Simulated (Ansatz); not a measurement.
Base system: SnO in the litharge type structure (space group P4/nmm, No. 129; a = 3.836 Å, c = 4.757 Å; layered, stacked along the Cartesian z axis).

All numbers come from Ansatz (an electronic-structure program), PBE-D3(BJ), PAW, cutoff 420 eV, spin-orbit coupling left out, earlier PAW set.

Before the change:

```
Property           Result
---------------  --------
Band gap             zero
Volume per atom  17.50 Å³
c/a ratio           1.240
Gap character      absent
```

One thing is altered: a negative pressure, −2 GPa.

Question: What happens to the band gap, volume per atom, c/a ratio and gap character?

Answer: The band gap goes from zero to 0.56 eV; the volume per atom goes up by 1.65 Å³ (17.50 Å³ → 19.15 Å³); the c/a ratio increases by 0.082 (1.240 → 1.322); the gap character goes from absent to indirect, Γ → M.

Load acts through the strain it causes; cell and atoms are relaxed under it. Whether these cells are dynamically stable was not tested. The final runs are not spin-polarised. A zero or small gap of SnO can be the functional's error rather than a property of the material.
